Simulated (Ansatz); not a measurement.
## KCl under a change: isotropic strain +0.50 %

The parent structure is KCl in the rock salt structure (space group Fm-3m, No. 225; a = 6.243 Å).

Now apply this change: every lattice vector is stretched by 0.50 %, atoms relaxed at fixed cell.

Method: DFT with PBEsol, PAW potentials and a 420 eV plane-wave cutoff in Ansatz (a program for electronic structure), without spin-orbit coupling. Settings: 9×9×9 k-points, 0.05 eV Fermi–Dirac smearing.

The volume per atom grows by 0.46 Å³, from 30.41 Å³ to 30.87 Å³ and the space group remains Fm-3m (No. 225). The energy rises by 0.4 meV/atom and the pressure shrinks by 0.27 GPa, from 0.01 GPa to -0.26 GPa. The band gap shrinks by 0.048 eV (5.10 eV → 5.06 eV) and the gap character stays direct at Γ. The width of the top valence band hardly moves (0.50 eV against 0.49 eV) and the electron mass becomes 0.44 mₑ (at Γ) (base: 0.43 mₑ (at Γ)). The valley order (the lowest conduction-band minima on the path, energy above the VBM, named in the base's zone) becomes Γ 5.06 eV; X along ⟨100⟩ 6.39 eV (base: Γ 5.10 eV; X along ⟨100⟩ 6.37 eV).

Final structure:

```yaml
crystal:
  lattice:
    - [0.00000, 3.13696, 3.13696]
    - [3.13696, 0.00000, 3.13696]
    - [3.13696, 3.13696, 0.00000]
  atoms:
    - { symbol: K, position: [0.00000, 0.00000, 0.00000] }
    - { symbol: Cl, position: [0.50000, 0.50000, 0.50000] }
```

Masses are band curvatures over ±0.01 Å⁻¹ around the edge. Gaps are read on the SCF mesh and a high-symmetry path. No phonon test of stability was made.
